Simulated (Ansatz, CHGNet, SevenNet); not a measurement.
## How the c axis length of SnGe (model structure, started from the 6H type, P6₃mc, No. 186, 12 atoms in the cell) moves with the method

No measured value is used here.

| level (code) | value (Å) |
|---|---|
| CHGNet 0.3.0 | 24.207 |
| SevenNet-0 | 21.526 |
| SevenNet-l3i5 | 21.316 |
| LDA (Ansatz) | [?] |
| PBE (Ansatz) | 21.556 |
| PBEsol (Ansatz) | [?] |
| PBE-D3(BJ) (Ansatz) | 21.314 |

What belongs in the gaps?


- LDA (Ansatz, a first-principles code), value (Å): 21.004
- PBEsol (Ansatz), value (Å): 21.211

CHGNet 0.3.0: the cell has another shape than the first-principles one, perhaps another minimum in the same group. Ansatz's density-functional and Hartree–Fock values are scalar-relativistic unless marked +SOC, with PAW data made under PBE.

Machine-learned potentials (CHGNet 0.3.0, SevenNet-0, SevenNet-l3i5) are trained on DFT data: a solid inside that data is no test of them.

A model structure was made by putting elements into a prototype or built by hand; it is no filed structure, need not be a known phase, and can be a saddle point held by its symmetry.
